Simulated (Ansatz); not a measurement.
The cell is made up: elements placed on another compound's structure type, so the phase may be hypothetical.

The decay constant κ of evanescent states in the gap governs leakage through a thin film.

Input:

```yaml
crystal:
  lattice:
    - [3.10760, 0.00000, 0.00000]
    - [0.00000, 7.47478, 0.00000]
    - [0.00000, 3.73739, 3.73739]
  atoms:
    - { symbol: Al, position: [0.00000, 0.67715, 0.00000] }
    - { symbol: Al, position: [0.00000, 0.32285, 0.00000] }
    - { symbol: Al, position: [0.50000, 0.17715, 0.64570] }
    - { symbol: Al, position: [0.50000, 0.82285, 0.35430] }
    - { symbol: N, position: [0.00000, 0.68500, 0.63001] }
    - { symbol: N, position: [0.00000, 0.31500, 0.36999] }
    - { symbol: N, position: [0.50000, 0.81500, 0.00000] }
    - { symbol: N, position: [0.50000, 0.18500, 0.00000] }
```

Space group of this cell: P4_2/mnm. The cell was relaxed by PBE-D3(BJ); by r2SCAN its mean pressure is -0.6 GPa.

Transport runs along the normal of the first two printed cell vectors.

The gap is the functional's own. No spin-orbit coupling. Mid-gap values are interpolated on the energy grid.

**Question.** Compute, with r2SCAN run with Ansatz (a program for electronic structure), the band gap and the smallest decay constant κ at mid-gap.

**Answer.** Gap 4.46 eV on a 10×8×8 mesh; κ = 0.292 1/Å, at the zone centre.
